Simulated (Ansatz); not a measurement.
By hand: formation energy of Cl_W in W (bcc, Im-3m)

Subject: the formation energy of Cl_W in W (bcc, Im-3m). Reaction: 63 W (bcc) + 1/2 Cl2 (gas) → cell A.

A: a supercell of 64 sites of W (bcc, Im-3m) with Cl on a W site (9 W at 2.50–3.08 Å); spin state with PBE: run without spin.

Setting: static, neutral cells in Ansatz (PAW) whose structures rest at the PBE level. Ansatz (a first-principles code) runs with its default PAW set. Other levels take these structures. The lattices are those relaxed with PBE, so at other levels the solids can be strained. Larger cells are relaxed from a start prepared with the learned potential CHGNet, on a coarser mesh till forces fall under 0.03 eV/Å, which some starts already meet. A dispersion term (D3(BJ), or D4 for r2SCAN) was computed beside these levels and is taken off wherever the name lacks it. Spin-orbit coupling is left out. The d electrons get no Hubbard U. Mesh and cell size may move defect energies by 0.1 eV or more. Cell A has symmetry I4mm within 0.02 Å and got no random move, so less symmetric positions, which may lie lower, weren't tried.

Total energies of the cells in eV, at zero smearing width. They compare only within one column; the weights balance every element.

```
cell       atoms  weight         r2SCAN
---------  -----  ------  -------------
A: W:Cl_W     64      +1  -656108.84062
W (bcc)       64  −63/64  -665427.10885
Cl2 (gas)      2    −1/2    -2167.03331
```

r2SCAN: (-656108.84062) − 63/64 × (-665427.10885) − 1/2 × (-2167.03331) = 4.486 eV.
